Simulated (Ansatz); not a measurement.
Pressure series in Pd

The parent structure is Pd in the fcc (Cu type) structure (space group Fm-3m, No. 225; a = 3.9426 Å).

Cell and atoms are relaxed at each pressure.

Computed with PBE, PAW, 420 eV (Ansatz, a program for electronic structure; scalar-relativistic without spin-orbit coupling), earlier PAW set.

```csv
pressure (GPa),volume per atom (Å³/atom)
-2,15.512
-1,15.415
0,15.321
0.3,15.294
1.5,?
3,15.062
5,14.904
7.5,14.720
10,14.550
```

**Question.** Fit the third-order Birch–Murnaghan form P(V) = (3B₀/2)[(V₀/V)^(7/3) − (V₀/V)^(5/3)]·[1 + (3/4)(B₀′ − 4)((V₀/V)^(2/3) − 1)] (squares taken in P) to the rows shown and predict the withheld row.

**Answer.** Least squares on the printed values gives V₀ = 15.321 Å³/atom, B₀ = 167 GPa, B₀′ = 5.6; this predicts 15.188 Å³/atom, and the run gives 15.188 Å³/atom, in agreement.

Load acts through the strain it causes; cell and atoms are relaxed under it. No phonon test of stability was made. No other phases were tried under pressure. All final runs are without spin polarisation.
